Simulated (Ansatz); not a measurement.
Phonon-limited resistivity of Ti2SnC (P6_3/mmc) against temperature in μΩ·cm, Ansatz (a program for electronic structure) with PBEsol, DFPT electron-phonon coupling, linearised Boltzmann equation, harmonic crystal at a fixed cell. x, y and z are the axes of this cell:
```
SnTi2C
1.0
    3.14052     0.00000     0.00000
   -1.57026     2.71977     0.00000
    0.00000     0.00000    13.61728
Ti Sn C
4 2 2
Direct
  0.33333   0.66667   0.08115
  0.66667   0.33333   0.91885
  0.66667   0.33333   0.58115
  0.33333   0.66667   0.41885
  0.33333   0.66667   0.75000
  0.66667   0.33333   0.25000
  0.00000   0.00000   0.00000
  0.00000   0.00000   0.50000
```

```csv
T,"ρ (x, y)",ρ (z)
50 K,0.21,0.48
77 K,0.80,1.81
100 K,1.58,(withheld)
150 K,(withheld),8.4
200 K,6.1,13.7
250 K,8.4,19.2
273 K,9.5,22
300 K,10.8,25
350 K,13.1,30
400 K,15.5,35
```

Task: What belongs in the gaps?

Result: 
- 100 K, ρ (z): 3.5
- 150 K, ρ (x, y): 3.7

A metal at this level (no band gap). Only scattering by harmonic phonons is included (no impurities, grain boundaries, electron-electron scattering or thermal expansion). Spin-orbit coupling is left out. Halving the electron mesh (32x32x8) moves the resistivity by up to 3 %. Smearing 0.20 eV; phonons on a 5x5x1 q mesh, which this run doesn't test and which matters most at low temperature.

Computed structure with no diffraction record at hand here (it may be known, metastable or hypothetical): Ti2SnC (P6_3/mmc).
